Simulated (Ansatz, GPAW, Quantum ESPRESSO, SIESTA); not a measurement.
## Code comparison for ZnCu₃ (P-6m2, 4 atoms in the cell)

Self-consistent single point.

```xyz
4
Lattice="2.5615 0.0000 0.0000 -1.2807 2.2183 0.0000 0.0000 0.0000 8.3976" Properties=species:S:1:pos:R:3 pbc="T T T"
Zn     1.2807     0.7394     0.0000
Cu     1.2807     0.7394     4.1988
Cu     0.0000     1.4789     2.1336
Cu     0.0000     1.4789     6.2640
```

Shared settings, as Ansatz (an electronic-structure program) writes them: kpoints.mp_grid.grid = 12 12 3; scf.occupations.method = gaussian; scf.occupations.width = 0.1 eV. Potentials and cutoffs stand in the table.

```csv
code,model,pressure (GPa),largest force (eV/Å),cutoff
Ansatz,"PBEsol, PAW files made with PBE",-1.44,0.045,default
Quantum ESPRESSO,"PBEsol, PSlibrary ultrasoft (PBE) pseudopotentials",-3.36,0.053,50 Ry
GPAW,"PBEsol, GPAW PAW datasets PBEsol (made by gpaw-setup)",-0.25,0.004,850 eV
SIESTA,"GGA PBEsol, numerical atomic orbitals DZP, PseudoDojo PBEsol standard norm-conserving potentials (rewritten from UPF to PSML)",-4.54,0.112,grid 400 Ry
```

On Ansatz's run: spin polarisation is off.

The spread over the programs that give each value: pressure within 4.29 GPa; largest force within 0.108 eV/Å.

SIESTA uses small atom-centred bases, whose incompleteness enters pressures, forces and empty levels differently from a plane-wave cutoff. Ansatz's pressure is given at a fixed set of plane waves, as the other plane-wave codes print theirs; with its correction for the finite basis it is -1.33 GPa.

The starting cell comes from a database of computed structures (which also holds hypothetical and non-ambient phases and stackings), without a prior relaxation at this level.

Left out of this page: ABINIT (with a known weakness of the program); Elk (not drawn, or without a comparable value).

Keys are those of Ansatz 0.2.
